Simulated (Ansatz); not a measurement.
The reference is HgS in the zinc blende structure (space group F-43m, No. 216; a = 5.812 Å). Axes: x, y, z lie along the cube axes.

Method: Ansatz (an electronic-structure program) LDA, scalar-relativistic without spin-orbit coupling.

Base values:

- Pressure = 0.0 GPa
- Volume per atom = 24.54 Å³
- Band gap = zero

Modification: biaxial strain −0.42 %, plane normal [111], relaxed out of plane (Cartesian); in-plane vectors clamped, the third vector and the atoms free.

Q: What does the calculation give for the pressure, energy relative to the base, volume per atom and band gap after the change?

A: The pressure (mean of the normal stresses, compression positive) goes from zero to 0.3 GPa; the energy is nearly the same; the volume per atom decreases by 0.10 Å³ to 24.44 Å³; the band gap remains zero.

The mesh was chosen for an insulator and is coarse for the gapless case. Spin-orbit coupling, missing from the scalar runs, can matter with Hg. Stability against distortions was not tested. All final runs are without spin polarisation. A zero or small gap of HgS can be the functional's error rather than a property of the material.
